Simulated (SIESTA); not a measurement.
Convergence study of the SCF threshold for WSe2 (P3m1, 6 atoms in the cell)

```
WSe2
1.0
    1.64820    -2.85477     0.00000
    1.64820     2.85477     0.00000
    0.00000     0.00000    13.02480
W Se
2 4
Direct
  0.33333   0.66667   0.25384
  0.66667   0.33333   0.75000
  0.33333   0.66667   0.87900
  0.66667   0.33333   0.37900
  0.66667   0.33333   0.12100
  0.33333   0.66667   0.62100
```

Level of theory: GGA PBEsol, numerical atomic orbitals DZP, PseudoDojo PBEsol standard norm-conserving potentials (rewritten from UPF to PSML) run with SIESTA.

Base settings: XC.functional = GGA; XC.authors = PBEsol; potentials = PseudoDojo PBEsol standard; PAO.BasisSize = DZP; PAO.EnergyShift = 0.01 Ry; MeshCutoff = 400 Ry; kgrid.MonkhorstPack = 4 4 1; OccupationFunction = FD; ElectronicTemperature = 0.05 eV; MaxSCFIterations = 150.

In this ladder: SCF.DM.Tolerance = default; SCF.DM.Converge = false; SCF.H.Converge = false; SCF.FreeE.Converge = true.

The mesh stays at the base's, so the ladder's end is converged at best in this setting alone.

Only quantities that move along the ladder and can be compared are tabulated.

The starting cell has typed, rounded lattice constants, without a prior relaxation at this level. Its lattice was rescaled by up to half a per cent. One atom was moved a little off its site on purpose. Spin polarisation is off. Values carry the incompleteness of an atom-centred basis. In the base run, forces exceed 1 eV/Å.

Steps (SCF.FreeE.Tolerance): 1.0E-01 eV; 1.0E-02 eV; 1.0E-03 eV; 1.0E-04 eV; 1.0E-05 eV; 1.0E-06 eV; 1.0E-07 eV; 1.0E-08 eV; 1.0E-10 eV; 1.0E-12 eV.

**Question.** What is the coarsest SCF.FreeE.Tolerance that holds the forces within 0.01 eV/Å of the last step, with all finer ones?

**Answer.** 1.0E-04 eV; the step before is off by 0.013 eV/Å.

**Question.** What is the coarsest SCF.FreeE.Tolerance that holds the free energy within 2 meV/atom of the last step, with all finer ones?

**Answer.** 1.0E-02 eV; the step before is off by 2.6 meV/atom.

```csv
SCF.FreeE.Tolerance,free energy less the last step's (meV/atom),largest difference of a force vector from the last step's (eV/Å)
1.0E-01 eV,2.63,0.063
1.0E-02 eV,0.02,0.013
1.0E-03 eV,0.02,0.013
1.0E-04 eV,0.00,0.000
1.0E-05 eV,0.00,0.000
1.0E-06 eV,0.00,0.000
1.0E-07 eV,0.00,0.000
1.0E-08 eV,0.00,0.000
1.0E-10 eV,0.00,0.000
1.0E-12 eV,0.00,0.000
```
